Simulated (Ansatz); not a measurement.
Band structure of Zr2Rh (Ibam, 6 atoms in the cell).

```
Zr2Rh
1.0
   -3.17011     3.17914     2.77963
    3.17011    -3.17914     2.77963
    3.17011     3.17914    -2.77963
Zr Rh
4 2
Direct
  0.83194   0.16795   0.99989
  0.16806   0.83205   0.00011
  0.66806   0.66795   0.33601
  0.33194   0.33205   0.66399
  0.25000   0.75000   0.50000
  0.75000   0.25000   0.50000
```

Method: PBEsol, PAW files made with PBE (plane waves; Ansatz, an electronic-structure program).

Settings: kpoints.mp_grid.grid = 5 5 5; hamiltonian.xc = pbesol; hamiltonian.pseudopotentials = {kind: paw} (the program's default PAW files); scf.occupations.method = fermi_dirac; scf.occupations.width = 0.05 eV; kpoints.band_path.npoints = 8.

The starting cell comes from a database of computed structures (which also holds hypothetical and non-ambient phases and stackings), without a prior relaxation at this level. Its lattice was rescaled by a random factor within 2.5 % of one. Spin polarisation is off.

Levels in eV from the Fermi level, bands 38 to 45:
| point | 38 | 39 | 40 | 41 | 42 | 43 | 44 | 45 |
|---|---|---|---|---|---|---|---|---|
| Γ | -0.73 | -0.55 | 0.45 | 0.54 | 0.54 | 0.64 | 0.66 | 1.24 |
| X | -1.86 | -0.48 | -0.24 | -0.23 | -0.12 | 0.03 | 1.65 | 1.65 |
| L | -1.86 | -0.48 | -0.24 | -0.23 | -0.12 | 0.03 | 1.65 | 1.65 |
| T | -1.67 | -0.25 | -0.25 | -0.06 | -0.06 | 0.85 | 0.85 | 1.31 |
| W | -2.26 | -0.10 | -0.10 | 0.19 | 0.19 | 0.27 | 0.27 | 1.14 |
| R | -1.66 | -0.25 | -0.25 | -0.06 | -0.06 | 0.85 | 0.85 | 1.31 |
| X1 | -1.86 | -0.48 | -0.24 | -0.23 | -0.12 | 0.03 | 1.65 | 1.65 |
| Z | -1.77 | -0.27 | -0.23 | -0.23 | -0.11 | -0.07 | 1.60 | 1.61 |
| Y | -1.77 | -0.27 | -0.23 | -0.23 | -0.11 | -0.07 | 1.60 | 1.61 |
| S | -0.63 | -0.48 | -0.42 | 0.09 | 0.16 | 0.36 | 0.70 | 0.96 |

Bands cross the Fermi level along this path, so the cell is metallic at this level.

Keys are those of Ansatz 0.2.
